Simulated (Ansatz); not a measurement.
The parent structure is MoRuP (space group Pnma, No. 62; a = 5.968 Å, b = 3.853 Å, c = 6.918 Å; a cell from a computed database, its experimental status unchecked). Axes: x, y, z lie along a, b, c of the conventional cell.

Calculations: PBEsol (Ansatz, a first-principles code, PAW, no spin-orbit coupling).

Before the change:

```
Property            Value
---------------  --------
Volume per atom  13.26 Å³
```

Modification: uniaxial stress, 2 GPa compression along x; all other stress components relax to zero.

**Question.** What does the calculation give for the energy relative to the base and volume per atom after the change?

**Answer.** The energy goes up by 0.7 meV/atom; the volume per atom shrinks by 0.032 Å³, from 13.26 Å³ to 13.22 Å³.

Without a gap, meshes like the base's 7×10×6 leave anisotropic stresses uncertain by several tenths of a GPa, and small strain energies with them. Load acts through the strain it causes; cell and atoms are relaxed under it. Stability under load was not tested beyond the relaxation. All final runs are without spin polarisation.
